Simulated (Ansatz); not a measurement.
MgO (Fm-3m), PBEsol, rigid bands (Ansatz, a first-principles code): Condition of this run: hydrostatic pressure 5 GPa (the target of the relaxation). band gap 4.91 eV, N_c = 5.52e18 cm⁻³ and N_v = 2.88e20 cm⁻³ at 300 K, conductivity masses of 0.362 mₑ (electrons) and 2.25 mₑ (holes). Take k_BT = 0.02585 eV.

Task: What thermal injection velocity √(2k_BT/πm) limits a ballistic channel?

Result: 8.94e6 cm/s for electrons and 3.59e6 cm/s for holes, a ratio of √(m_h/m_e) = 2.49, for dilute carriers.

Task: A film of it is 3 nm thick. Estimate the confinement energies in an infinite well.

Result: ħ²π²/(2m t²) = 0.376 eV·nm²/(m/mₑ × t²) gives 115 meV for electrons and 18.6 meV for holes, so the gap would widen to about 5.04 eV. Finite barriers and nonparabolic bands lower this, and with several valleys or bands the heaviest mass along the normal sets the lowest level, not this average.

Task: Find the intrinsic carrier density and the intrinsic Fermi level.

Result: n_i = √(N_c N_v) exp(−E_g/2k_BT) = 3.99e19 × exp(−94.96) = 2.3e-22 cm⁻³. The level lies (k_BT/2) ln(N_v/N_c) = 51 meV from mid-gap (positive towards the conduction band). Each 0.1 eV added to the gap lowers n_i by a factor of 6.9.

Rigid, parabolic bands with the computed gap; masses take one relaxation time for all states. Spin-orbit coupling is left out.
